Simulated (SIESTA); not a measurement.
Worked example: self-consistent single point of MoPbO₃ (Pm-3m, 5 atoms in the cell) in SIESTA.

Method: GGA PBEsol+U, numerical atomic orbitals DZP, PseudoDojo PBEsol standard norm-conserving potentials (rewritten from UPF to PSML) in SIESTA.

```
CELL_PARAMETERS angstrom
      4.20572     0.00000     0.00000
      0.00000     4.20572     0.00000
      0.00000     0.00000     4.20572
ATOMIC_POSITIONS crystal
  Mo 0.50000 0.50000 0.50000
  Pb 0.00000 0.00000 0.00000
  O  0.50000 0.50000 0.00000
  O  0.00000 0.50000 0.50000
  O  0.50000 0.00000 0.50000
```
Moments meant for the start (each program seeds them in its own way; μB, in the order of the atoms Mo Pb O O O): 2.0 0.0 0.0 0.0 0.0.

Reference input (self-consistent single point, DFT, GGA PBEsol+U, numerical atomic orbitals DZP, PseudoDojo PBEsol standard norm-conserving potentials (rewritten from UPF to PSML)): XC.functional = GGA; XC.authors = PBEsol; potentials = PseudoDojo PBEsol standard; PAO.BasisSize = DZP; PAO.EnergyShift = 0.005 Ry; MeshCutoff = 400 Ry; kgrid.MonkhorstPack = 6 6 6; OccupationFunction = MP; OccupationMPOrder = 0; ElectronicTemperature = 2320.9 K; Spin = polarized; DM.InitSpin = [1 +2.00, 2 +0.00, 3 +0.00, 4 +0.00, 5 +0.00]. This run's input differs from it in these lines:

```diff
@@ -53,3 +53,3 @@
   n=4 2
-  4.38 0.00
+  4.00 0.00
   0.00 0.00
```

Output (repeated stretches shortened):

```
        iscf     Eharris(eV)        E_KS(eV)     FreeEng(eV)     dDmax    Ef(eV) dHmax(eV)
   scf:    1    -5085.918934    -5128.678953    -5128.747170  0.624052 -2.677236 20.065669
     spin moment: {S} , |S| = {        0.0        0.0    1.38975 }     1.38975
   scf:    2    -5153.725312    -5142.857606    -5142.900685  0.122519 -3.160958 10.741158
     spin moment: {S} , |S| = {        0.0        0.0    1.93026 }     1.93026
   scf:    3    -5153.347638    -5150.385553    -5150.427962  0.138334 -3.845703  2.208454
     spin moment: {S} , |S| = {        0.0        0.0    1.98917 }     1.98917
   [... lines left out ...]
     spin moment: {S} , |S| = {        0.0        0.0    2.00000 }     2.00000
hubbard_term: recalculating local occupations   19
hubbard_term: maximum change in local occup.    0.000178
   scf:   26    -5150.970371    -5150.970378    -5151.016005  0.000141 -4.655213  0.000545
     spin moment: {S} , |S| = {        0.0        0.0    2.00000 }     2.00000
hubbard_term: recalculating local occupations   20
hubbard_term: maximum change in local occup.    0.000181
   scf:   27    -5150.970374    -5150.970374    -5151.016002  0.000005 -4.655225  0.000465
     spin moment: {S} , |S| = {        0.0        0.0    2.00000 }     2.00000
SCF Convergence by DM+H criterion
max |DM_out - DM_in|         :     0.0000050258
max |H_out - H_in|      (eV) :     0.0004650038
DFT+U population converged by dTol_pop criteria:
max |pop(DFT+U)_i - pop(DFT+U)_j|:     0.0001813906
SCF cycle converged after 27 iterations

Using DM_out to compute the final energy and forces
hubbard_term: recalculating local occupations   21
hubbard_term: maximum change in local occup.    0.000181
hubbard_term: recalculating Hamiltonian and forces

siesta: E_KS(eV) =            -5150.9709

siesta: E_KS - E_eggbox =     -5150.9709

siesta: Atomic forces (eV/Ang):
     1    0.000000   -0.000000   -0.000000
     2   -0.000000    0.000000    0.000000
     3   -0.000000   -0.000000    0.000000
     4   -0.000000   -0.000000    0.000000
     5    0.000000    0.000000    0.000000
   [... lines left out ...]
siesta: FreeEng =     -5151.016565
siesta: Cell volume =         74.391115 Ang**3
siesta:        -165.63019073       -165.63019073  kBar
   [... lines left out ...]
              0.002   0.002   0.001   0.001   0.002

mulliken: Qtot =       22.000

Mulliken Atomic Populations:
Atom #   charge [q] valence [e]      Sz [e]  Species
     1     0.863438   13.136562    2.341573  Mo
     2     0.739593   13.260407   -0.062049  Pb
     3    -0.534344    6.534344   -0.093175  O
     4    -0.534344    6.534344   -0.093175  O
     5    -0.534344    6.534344   -0.093175  O
 Total     0.000000                2.000000
```

The run converged in 27 iterations. Against the reference run the free energy falls by 68.8 meV/atom, the pressure goes from -16.18 to -16.56 GPa and the size of the net moment stays at 0.40 μB/atom.

The starting cell comes from a database of computed structures (which also holds hypothetical and non-ambient phases and stackings), without a prior relaxation at this level. Its lattice was rescaled by a random factor within 2.5 % of one. With one magnetic atom in the cell only a parallel order is possible. With U or open f shells several self-consistent states can exist. Values carry the incompleteness of an atom-centred basis. With a pressure of about -17 GPa the cell is away from its equilibrium volume at this level.

Cost on one core of a shared machine: roughly 5 min.
